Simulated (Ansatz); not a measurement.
The starting structures come from a database of crystals and need not be the phases stable at ambient conditions.

By LDA and PBEsol, the system below comes out a metal.

Input:

```
CELL_PARAMETERS angstrom
      4.80586     0.00000     0.00000
     -2.40293     4.16200     0.00000
      0.00000     0.00000     6.58816
ATOMIC_POSITIONS crystal
  Nb 0.50000 0.00000 0.66667
  Nb 0.50000 0.50000 0.33333
  Nb 0.00000 0.50000 0.00000
  Si 0.15808 0.84192 0.33333
  Si 0.31616 0.15808 0.00000
  Si 0.15808 0.31616 0.66667
  Si 0.84192 0.15808 0.33333
  Si 0.68384 0.84192 0.00000
  Si 0.84192 0.68384 0.66667
```

Space group of this cell: P6_422. The cell is taken as given; by PBEsol its mean pressure is -3.1 GPa.

The current runs along the normal of the first two printed vectors, the (001) plane. All runs by Ansatz (a first-principles code), plane waves and PAW, without spin-orbit coupling; the base is PBEsol.

| run | mean pressure (GPa) | G/A, both spins (10¹⁵ S/m²) |
|---|---|---|
| base | -3.1 | 0.36 |
| all lengths scaled by 0.98 | 9.0 | 0.37 |
| all lengths scaled by 1.02 | -12.2 | … |
| lda in place of pbesol | -5.9 | 0.36 |
| lengths across the current scaled by 0.98, ions clamped | 4.2 | 0.37 |
| lengths across the current scaled by 1.02, ions clamped | -8.9 | 0.35 |
| lengths along the current scaled by 0.97, ions clamped | 3.6 | 0.37 |
| lengths along the current scaled by 1.03, ions clamped | -8.3 | 0.35 |

### Question
What belongs in the gaps?

### Answer

- all lengths scaled by 1.02, G/A, both spins (10¹⁵ S/m²): 0.34
